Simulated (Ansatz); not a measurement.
The parent structure is SnO in the litharge type structure (space group P4/nmm, No. 129; layered, stacked along the Cartesian z axis).

Levels (all Ansatz, a program for electronic structure, PAW, earlier PAW set): PBE-D3(BJ) (420 eV, spin-orbit coupling left out); r2SCAN+rVV10 (500 eV, no SOC).

Levels that relaxed their own cell: PBE-D3(BJ) and r2SCAN+rVV10.

Measured: band gap 0.7 eV (temperature not stated; as listed in David Waroquiers et al., Physical Review B (2013)).

Problem. Knowing the measured values, estimate what each level computes.

Solution. 
```csv
level,band gap
PBE-D3(BJ),zero
r2SCAN+rVV10,zero
```

Computed minus measured — band gap: PBE-D3(BJ) -0.70 eV, r2SCAN+rVV10 -0.70 eV. Measured values not marked as corrected hold thermal and zero-point effects that the static-lattice runs lack. A measured gap can be an optical one, lowered by exciton binding. Levels without spin-orbit coupling miss its effect on the gap.

Stability against distortions was not tested. All final runs are without spin polarisation. The zero or small gap of SnO can change with the level of theory.
